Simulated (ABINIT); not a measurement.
ABINIT run on Ca (Fm-3m, 1 atom in the cell): relaxation of cell and atoms.

Level of theory: PBEsol, PAW (JTH v2.0 PBE PAW, files made for PBE) (plane waves; ABINIT).

Input as run:

```
# Ca, JTH v2.0 PBE PAW
pp_dirpath "./"
pseudos "Ca.GGA_PBE-JTH.xml"
acell 3*1.0
rprim
        -0.0000000000    5.1844957483    5.1844957483
         5.1844957483   -0.0000000000    5.1844957483
         5.1844957483    5.1844957483    0.0000000000
natom 1
ntypat 1
znucl 20
typat 1
xcart    0.0000000000    0.0000000000    0.0000000000
ecut 20
pawecutdg 40
pawxcdev 0
ixc -116133
occopt 7
tsmear 0.2 eV
nband 10
kptopt 1
ngkpt 8 8 8
nshiftk 1
shiftk 0 0 0
nstep 100
tolvrs 1.0e-11
ionmov 22
ntime 40
tolmxf 2.0e-04
optcell 2
dilatmx 1.08
ecutsm 0.5
prtwf 0
prtden 0
prtvol 1
```

Output, abridged:

```
--- !BeginCycle
solver: {iscf: 17, nstep: 100, nline: 4, wfoptalg: 10, }
tolerances: {tolvrs: 1.00E-11, }
...

     iter   Etot(hartree)      deltaE(h)  residm     nres2
 ETOT  1  -36.958778788468    -3.696E+01 1.606E-01 3.313E-01
 ETOT  2  -36.991304226903    -3.253E-02 2.388E-02 1.313E-01
 ETOT  3  -36.991108261648     1.960E-04 2.024E-03 2.544E-02
 ETOT  4  -36.991090420696     1.784E-05 2.686E-03 4.927E-03
 ETOT  5  -36.991081382563     9.038E-06 3.568E-04 7.081E-05
   [... 2 lines left out ...]
 ETOT  8  -36.991081255042     6.195E-09 1.805E-04 2.006E-07
 ETOT  9  -36.991081254807     2.351E-10 2.159E-05 4.043E-09
 ETOT 10  -36.991081254804     2.544E-12 5.683E-05 6.726E-11
 ETOT 11  -36.991081254805    -2.842E-13 1.565E-05 1.870E-12
 At SCF step   11       nres2   =  1.87E-12 < tolvrs=  1.00E-11 =>converged.

 Cartesian components of stress tensor (hartree/bohr^3)
  sigma(1 1)=  1.04315443E-05  sigma(3 2)=  0.00000000E+00
  sigma(2 2)=  1.04315443E-05  sigma(3 1)=  0.00000000E+00
  sigma(3 3)=  1.04315443E-05  sigma(2 1)=  0.00000000E+00

 ----iterations are completed or convergence reached----

 reduced coordinates (array xred) for    1 atoms
       0.000000000000      0.000000000000      0.000000000000
 cartesian forces (eV/Angstrom) at end:
    1     -0.00000000000000    -0.00000000000000    -0.00000000000000
 frms,max,avg= 0.0000000E+00 0.0000000E+00   0.000E+00  0.000E+00  0.000E+00 e/A
 length scales=  7.289075244817  7.289075244817  7.289075244817 bohr
              =  3.857212491255  3.857212491255  3.857212491255 angstroms
   [... lines left out ...]
 Fermi (or HOMO) energy (hartree) =   0.12977   Average Vxc (hartree)=  -0.29045
   [... lines left out ...]
'-kT*entropy'       : -8.88255045928365E-04
total_energy        : -3.69911063715737E+01
total_energy_eV     : -1.00657919488298E+03
...

-Cartesian components of stress tensor (GPa)         [Pressure=  2.4351E-03 GPa]
- sigma(1 1)= -2.43508626E-03  sigma(3 2)=  0.00000000E+00
- sigma(2 2)= -2.43508626E-03  sigma(3 1)=  0.00000000E+00
- sigma(3 3)= -2.43508626E-03  sigma(2 1)=  0.00000000E+00

 Calculation completed.
```

The run converged. 

Summary of the result:
| Quantity | Result |
|---|---|
| Free energy E − TS | -1006.58 eV |
| Fermi level (on the code's own zero) | 3.53 eV |
| Pressure | 0.00 GPa |
| Final cell | a = b = c = 3.857 Å, α = β = γ = 60.00° |
| Final volume per atom | 40.58 Å³ |
| Relaxation steps | 6 |

The starting cell comes from a database of computed structures (which also holds hypothetical and non-ambient phases and stackings), without a prior relaxation at this level. Its lattice was rescaled by a random factor within 2.5 % of one. The potentials were made for another functional than the one used. The relaxation keeps the symmetry of its start, so its end need not be a minimum.

Cost on one core of a shared machine: roughly 70 s.
